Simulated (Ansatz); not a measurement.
CuI (model structure, Pm-3m, No. 221, 2 atoms in the cell): properties by level of theory

```
level (code)     equilibrium lattice constant a (Å)  bulk modulus (GPa)  cohesive energy (eV/atom)
---------------  ----------------------------------  ------------------  -------------------------
LDA (Ansatz)                                    ___                52.6                       2.58
PBEsol (Ansatz)                                 ___                 ___                       2.22
r²SCAN (Ansatz)                               3.664                 ___                        ___
```

Question: Fill in the missing entries.

Answer: 
- LDA (Ansatz, a program for electronic structure), equilibrium lattice constant a (Å): 3.489
- PBEsol (Ansatz), equilibrium lattice constant a (Å): 3.541
- PBEsol (Ansatz), bulk modulus (GPa): 45.2
- r²SCAN (Ansatz), bulk modulus (GPa): 38.2
- r²SCAN (Ansatz), cohesive energy (eV/atom): 2.02

Caveats: the bulk modulus is −V dP/dV from two relaxed cells at ±2 % in volume (LDA, PBEsol, r²SCAN). Ansatz's density-functional and Hartree–Fock values are scalar-relativistic unless marked +SOC, with PAW data made under PBE.

Free atoms are spin-polarised, in the lowest state found; at levels without +SOC their spin–orbit coupling is left out.

Computed values are for the static lattice.

A model structure was made by putting elements into a prototype or built by hand; it is no filed structure, need not be a known phase, and can be a saddle point held by its symmetry.
